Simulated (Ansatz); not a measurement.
Base system: CdS in the zinc blende structure (space group F-43m, No. 216; a = 5.824 Å). Axes: x, y, z lie along the cube axes.

The values are results of PBEsol (Ansatz, a program for electronic structure), spin-orbit coupling left out, not measurements.

For the base:

The band gap comes out as 1.01 eV.

Perturbation: biaxial strain −1.04 %, plane normal [001], relaxed out of plane (Cartesian); in-plane vectors clamped, the third vector and the atoms free.

**Question.** What happens to the in-plane stress and band gap?

**Answer.** The mean in-plane stress (compression positive) amounts to +0.5 GPa; the band gap shrinks by 0.017 eV, from 1.01 eV to 1.00 eV.

Stability against distortions was not tested.
